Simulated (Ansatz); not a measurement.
How far PBE and PBEsol part for hypothetical Fddd MoSi2, uniaxial strain ε_xx = +4.72 %

The reference is MoSi$_{2}$ (space group Fddd, No. 70; a = 4.607 Å, b = 8.057 Å, c = 8.762 Å; a hypothetical phase, not in the database extracts checked). Axes: x, y, z lie along a, b, c of the conventional cell.

(Cell as relaxed with PBE.)

Levels (all Ansatz, an electronic-structure program, PAW): PBE (420 eV, without spin-orbit coupling); PBEsol (420 eV, spin-orbit coupling left out).

Each level relaxes its own structure.

```
base                  PBE    PBEsol
---------------  --------  --------
volume per atom  13.55 Å³  13.23 Å³
band gap             zero      zero
```

Perturbation: uniaxial strain ε_xx = +4.72 %, all other strain components held at zero, atoms relaxed at fixed cell.

| quantity | PBE | PBEsol |
|---|---|---|
| pressure (mean of the normal stresses, compression positive) | -8.4 GPa | -9.0 GPa |
| shortest interatomic distance | 2.580 Å | 2.568 Å |
| energy relative to the base (free energy F) | +37 meV/atom | +38 meV/atom |
| band gap | zero | zero |

PBE's pressure lies 0.65 GPa above PBEsol's; PBE's shortest interatomic distance lies 0.012 Å above PBEsol's (0.4 %); PBE's energy relative to the base lies 1.9 meV/atom below PBEsol's; the two agree on the band gap. Neither level is exact; PBEsol is the comparison here, not a measurement.

Without a gap, meshes like the base's 13×13×13 leave anisotropic stresses uncertain by several tenths of a GPa, and small strain energies with them. No phonon test of stability was made. The final runs are not spin-polarised.
